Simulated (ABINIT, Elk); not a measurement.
An ABINIT input for a self-consistent single point of BaSn₃Pd (I4mm, 5 atoms in the cell) (DFT, PBEsol, plane waves, PAW (JTH v2.0 PBE PAW, files made for PBE)):

```
# BaSn3Pd, JTH v2.0 PBE PAW
pp_dirpath "./"
pseudos "Ba.GGA_PBE-JTH.xml, Sn.GGA_PBE-JTH.xml, Pd.GGA_PBE-JTH.xml"
acell 6.4849018510 6.4849018510 6.4849018510 Angstrom
rprim
        -0.3723743328    0.3723743328    0.8501027659
         0.3723743328   -0.3723743328    0.8501027659
         0.3723743328    0.3723743328   -0.8501027659
natom 5
ntypat 3
znucl 56 50 46
typat 1 2 2 2 3
xcart
        -0.0000000000    0.0000000000   20.8352807267
         4.5633314327   -0.0000000000    5.1992879454
        -0.0000000000    4.5633314327    5.1992879454
        -0.0000000000    0.0000000000    8.5958893755
        -0.0000000000    0.0000000000   13.5509853889
ecut 24
pawecutdg 48
pawovlp -1
pawxcdev 0
ixc -116133
occopt 3
tsmear 0.00367493
nband 45
kptopt 1
ngkpt 5 5 5
nshiftk 1
shiftk 0 0 0
nstep 100
tolvrs 1.0e-11
prtwf 0
prtden 0
```

Write the same calculation as an input for Elk.

This is the input that was run; spellings and numerical settings could be chosen otherwise.

```
tasks
  0

xctype
  22

rgkmax
  7.0

rmtscf
  0.89

stype
  3

swidth
  0.00367493

avec
   -4.5633314327    4.5633314327   10.4177445408
    4.5633314327   -4.5633314327   10.4177445408
    4.5633314327    4.5633314327  -10.4177445408

atoms
  3   : nspecies
  'Ba.in'   : spfname
  1   : natoms; atposl, bfcmt below
  0.9999900000  0.9999900000  0.0000000000    0.0 0.0 0.0
  'Sn.in'   : spfname
  3   : natoms; atposl, bfcmt below
  0.2495400000  0.7495400000  0.5000000000    0.0 0.0 0.0
  0.7495400000  0.2495400000  0.5000000000    0.0 0.0 0.0
  0.4125600000  0.4125600000  0.0000000000    0.0 0.0 0.0
  'Pd.in'   : spfname
  1   : natoms; atposl, bfcmt below
  0.6503800000  0.6503800000  0.0000000000    0.0 0.0 0.0

ngridk
  5 5 5
```

Basis settings and potentials, where a program has them, do not carry over. This input uses DFT, PBEsol, all-electron FP-LAPW, Elk's shipped species files, default APW+lo basis.

The starting cell comes from a database of computed structures (which also holds hypothetical and non-ambient phases and stackings), without a prior relaxation at this level. Its lattice was rescaled by a random factor within 2.5 % of one.
